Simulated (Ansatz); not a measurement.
Here is the system:

```yaml
crystal:
  lattice:
    - [0.00000, 2.12290, 2.04407]
    - [2.12290, 0.00000, 2.04407]
    - [2.12290, 2.12290, 0.00000]
  atoms:
    - { symbol: Mg, position: [0.00000, 0.00000, 0.00000] }
    - { symbol: O, position: [0.50000, 0.50000, 0.50000] }
```

Level of theory: r2SCAN, rigid bands (plane waves, PAW, scalar-relativistic; Ansatz, a quantum-chemistry and plane-wave program). Condition of this run: uniaxial stress along [001] of 9 GPa (compression positive) (the target of the relaxation). How the cell was made: cell and atoms relaxed with PBEsol, then loaded as said.

### Question
Predict the electron conductivity mass (n e² τ/σ) at 300 K, by direction if it differs.

### Answer
0.37 (x), 0.37 (y), 0.40 (z) mₑ.

### Question
What conductivity effective mass do dilute holes have at 300 K?

### Answer
2.1 (x), 2.1 (y), 2.0 (z) mₑ.

### Question
And the band gap?

### Answer
5.73 eV at this level; semilocal functionals usually fall short of the measured gap.

Rigid bands, one relaxation time for all states, no polarons. Spin-orbit coupling is left out. Geometry: cell and atoms relaxed with PBEsol.
